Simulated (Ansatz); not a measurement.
**What biaxial strain +0.50 %, plane normal [001], relaxed out of plane does to Au**

The reference is Au in the fcc (Cu type) structure (space group Fm-3m, No. 225; a = 4.0830 Å; relaxed with 0.1 eV smearing). Axes: x, y, z lie along the cube axes.

Now apply this change: biaxial strain +0.50 %, plane normal [001], relaxed out of plane (Cartesian); in-plane vectors clamped, the third vector and the atoms free.

Level of theory: PBEsol (Ansatz, a quantum-chemistry and plane-wave program; PAW; 420 eV plane waves; without spin-orbit coupling). Settings: 28×28×28 k-points, 0.1 eV Fermi–Dirac smearing.

| quantity | base | changed | shift |
|---|---|---|---|
| volume per atom | 17.02 Å³ | 17.04 Å³ | +0.026 Å³ |
| space group | Fm-3m (No. 225) | I4/mmm (No. 139) | – |
| shortest interatomic distance | 2.887 Å | 2.882 Å | -0.005 Å |
| energy relative to the base (free energy F) | 0 meV/atom | +0.2 meV/atom | +0.2 meV/atom |
| pressure (mean of the normal stresses, compression positive) | 0.0 GPa | -0.3 GPa | -0.3 GPa |
| band gap | zero | zero | – |
| out-of-plane strain | – | -0.84 % | – |
| mean in-plane stress (compression positive) | – | -0.4 GPa | – |

Stability against distortions was not tested.
